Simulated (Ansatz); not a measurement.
CsCl-type RuAl, treated with PBE (PAW; Ansatz, a program for electronic structure).

Run with plane-wave cutoff 520 eV, 22×22×22 k mesh, Fermi–Dirac smearing 0.056 eV (set by the program), no spin polarisation, scalar-relativistic PAW data made under PBE.

Computed at the level's own relaxed cell.

Elastic tensor (GPa, Voigt notation, ions relaxed):

```
  315.3   147.8   147.8     0.0     0.0     0.0
  147.8   315.3   147.8     0.0     0.0     0.0
  147.8   147.8   315.3     0.0     0.0     0.0
    0.0     0.0     0.0   126.2     0.0     0.0
    0.0     0.0     0.0     0.0   126.2     0.0
    0.0     0.0     0.0     0.0     0.0   126.2
```

Problem. Work out the Voigt, Reuss and Hill averages of the bulk and shear moduli, Young's modulus and Poisson's ratio from the printed constants.

Solution. K_V = [C11 + C22 + C33 + 2(C12 + C13 + C23)]/9 = [945.9 + 2 × 443.4]/9 = 203.6 GPa. G_V = [945.9 − 443.4 + 3 × 378.6]/15 = 109.2 GPa. From the compliances S = C⁻¹, K_R = 203.6 and G_R = 104.9 GPa. Hill means: K = 203.6, G = 107.1 GPa. E = 9KG/(3K + G) = 273 GPa, ν = (3K − 2G)/(6K + 2G) = 0.28, K/G = 1.90.

Static lattice: no zero-point or thermal effects.
